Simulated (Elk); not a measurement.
**Worked example: self-consistent single point of V3Cr (Fm-3m, 4 atoms in the cell) in Elk**

Method of the run: PBEsol, all-electron FP-LAPW, Elk's shipped species files, default APW+lo basis run with Elk.

This input was run:

```
tasks
  0

xctype
  22

rmtscf
  0.94

stype
  0

swidth
  0.00499791

maxscl
  100

scale
  7.858242892

avec
    0.0000000000    0.7071067812    0.7071067812
    0.7071067812    0.0000000000    0.7071067812
    0.7071067812    0.7071067812    0.0000000000

sppath
  './'

atoms
  2
  'V.in'
  3
  0.2500000000  0.2500000000  0.2500000000    0.0 0.0 0.0
  0.7500000000  0.7500000000  0.7500000000    0.0 0.0 0.0
  0.5000000000  0.5000000000  0.5000000000    0.0 0.0 0.0
  'Cr.in'
  1
  0.0000000000  0.0000000000  0.0000000000    0.0 0.0 0.0

ngridk
  6 6 6
```

Output (repeated stretches shortened):

```
│ Elk code version 10.2.4 │

All units are atomic (Hartree, Bohr, etc.)

│ Ground-state run starting from atomic densities │

Lattice vectors :
   0.000000000       5.556616837       5.556616837
   5.556616837       0.000000000       5.556616837
   5.556616837       5.556616837       0.000000000

Unit cell volume      :    343.1320993
Brillouin zone volume :   0.7229000549

Muffin-tin inner radius fraction :   0.1000000000E-01

Nuclei treated as point charges

Species :    1 (V)
 parameters loaded from : V.in
 name : vanadium
 nuclear charge    :   -23.00000000
 electronic charge :    23.00000000
 atomic mass :    92860.67375
 muffin-tin radius :    2.256000000
 number of radial points in muffin-tin :    497
 atomic positions (lattice), magnetic fields (Cartesian) :
   1 :   0.25000000  0.25000000  0.25000000    0.00000000  0.00000000  0.00000000
   2 :  -0.25000000 -0.25000000 -0.25000000    0.00000000  0.00000000  0.00000000
   3 :   0.50000000  0.50000000  0.50000000    0.00000000  0.00000000  0.00000000

Species :    2 (Cr)
 parameters loaded from : Cr.in
 name : chromium
 nuclear charge    :   -24.00000000
 electronic charge :    24.00000000
 atomic mass :    94783.09194
 muffin-tin radius :    2.256000000
 number of radial points in muffin-tin :    497
 atomic positions (lattice), magnetic fields (Cartesian) :
   1 :   0.00000000  0.00000000  0.00000000    0.00000000  0.00000000  0.00000000

Total number of atoms per unit cell :    4

Spin treatment :
 spin-unpolarised

Number of Bravais lattice symmetries :   48
Number of crystal symmetries         :   48
Crystal has inversion symmetry
Real symmetric eigensolver will be used

k-point grid :      6     6     6
k-point offset :    0.000000000       0.000000000       0.000000000
k-point set is reduced with full crystal symmetry group
Total number of k-points :       16

Muffin-tin radius times maximum |G+k| :    7.000000000
 using average radius
   [... lines left out ...]
Maximum (1/2)|G+k|²                   :    4.813798350
Maximum |G| for potential and density :    12.00000000
 potential will be trimmed for |G| > 2 gkmax
Constant for pseudocharge density :    7
Radial integration step length :    4

G-vector grid sizes :     32    32    32
Number of G-vectors :     9841

Maximum angular momentum used for
 APW functions                      :    8
 outer part of muffin-tin           :    6
 inner part of muffin-tin           :    1

Total nuclear charge    :   -93.00000000
Total core charge       :    40.00000000
Total valence charge    :    53.00000000
Total excess charge     :    0.000000000
Total electronic charge :    93.00000000

Effective Wigner radius, rₛ :   0.9585834571

Number of empty states         :   16
Total number of valence states :   43
Total number of core states    :   40

Total number of local-orbitals :   57

Exchange-correlation functional :     22     0     0
 PBEsol, Phys. Rev. Lett. 100, 136406 (2008)
 gradient requirement :    1
 generalised gradient approximation (GGA)

Smearing type :    0
 Gaussian
Smearing width :   0.4997910000E-02
Effective electronic temperature (K) :    1578.215154

Mixing type :    3
 Broyden mixing, J. Phys. A: Math. Gen. 17, L317 (1984)

Kohn-Sham potential initialised from atomic data
│ Self-consistent loop started │
│ Loop number : 1 │
 total energy                :     -3880.49829805
│ Loop number : 2 │
 total energy                :     -3880.58879904
RMS change in Kohn-Sham potential (target) :   0.8705792112     (  0.1000000000E-05)
Absolute change in total energy (target)   :   0.9050098905E-01 (  0.1000000000E-03)
│ Loop number : 3 │
 total energy                :     -3884.09414208
RMS change in Kohn-Sham potential (target) :   0.7834832671     (  0.1000000000E-05)
Absolute change in total energy (target)   :    3.527968293     (  0.1000000000E-03)
│ Loop number : 4 │
 total energy                :     -3886.06490221
RMS change in Kohn-Sham potential (target) :   0.6702006701     (  0.1000000000E-05)
Absolute change in total energy (target)   :    2.852752194     (  0.1000000000E-03)
│ Loop number : 5 │
 total energy                :     -3888.17963414
RMS change in Kohn-Sham potential (target) :   0.4610799858     (  0.1000000000E-05)
Absolute change in total energy (target)   :    2.827919980     (  0.1000000000E-03)
   [... lines left out ...]
Absolute change in total energy (target)   :   0.2311050748E-02 (  0.1000000000E-03)
│ Loop number : 17 │
 total energy                :     -3894.92103755
RMS change in Kohn-Sham potential (target) :   0.8400848988E-05 (  0.1000000000E-05)
Absolute change in total energy (target)   :   0.2722516019E-03 (  0.1000000000E-03)
│ Loop number : 18 │
 total energy                :     -3894.92101688
RMS change in Kohn-Sham potential (target) :   0.6373408210E-05 (  0.1000000000E-05)
Absolute change in total energy (target)   :   0.4739589986E-04 (  0.1000000000E-03)
│ Loop number : 19 │
 total energy                :     -3894.92104226
RMS change in Kohn-Sham potential (target) :   0.1793970363E-05 (  0.1000000000E-05)
Absolute change in total energy (target)   :   0.3723210148E-04 (  0.1000000000E-03)
│ Loop number : 20 │
 total energy                :     -3894.92102352
RMS change in Kohn-Sham potential (target) :   0.4920074015E-06 (  0.1000000000E-05)
Absolute change in total energy (target)   :   0.9432911156E-05 (  0.1000000000E-03)
Convergence targets achieved

│ Loop number : 21 │

Energies :
 Fermi                       :     0.364937644252
 sum of eigenvalues          :     -2263.38390097
 electron kinetic            :      3935.71151857
 core electron kinetic       :      3585.11631441
 Coulomb                     :     -7649.55908372
 Coulomb potential           :     -5962.26691157
 nuclear-nuclear             :     -560.850402903
 electron-nuclear            :     -8215.15045007
 Hartree                     :      1126.44176925
 Madelung                    :     -4668.42562794
 xc potential                :     -236.828507975
 exchange                    :     -176.352420040
 correlation                 :     -4.72103776867
 total energy                :     -3894.92102296

Density of states at Fermi energy :    136.5208875
 (states/Hartree/unit cell)

Estimated indirect band gap :   0.1778639163E-02
 from k-point      6 to k-point     11
Estimated direct band gap   :   0.9896812346E-02
 at k-point     12

Charges :
 core                        :    40.00000000
 valence                     :    53.00000000
 interstitial                :    6.162386406
 muffin-tins (core leakage)
  species :    1 (V)
   atom    1                 :    21.41416306     (  0.5804583481E-09)
   atom    2                 :    21.41416306     (  0.5804583481E-09)
   atom    3                 :    21.43590538     (  0.5900258060E-09)
  species :    2 (Cr)
   atom    1                 :    22.57338209     (  0.9664269385E-10)
 total in muffin-tins        :    86.83761359
 total calculated charge     :    93.01702901
 total charge                :    93.00000000
 error                       :   0.1702901060E-01

│ Self-consistent loop stopped │
```

The run converged in 21 iterations. The count includes the last loop, which Elk runs after its targets are met.

The starting cell comes from a database of computed structures (which also holds hypothetical and non-ambient phases and stackings), without a prior relaxation at this level. Spin polarisation is off. Values depend on the basis (sphere radii, cutoffs, local orbitals), which need not be converged. The log's line on a gap gives a spacing of levels on this mesh, which the program prints for metals too.
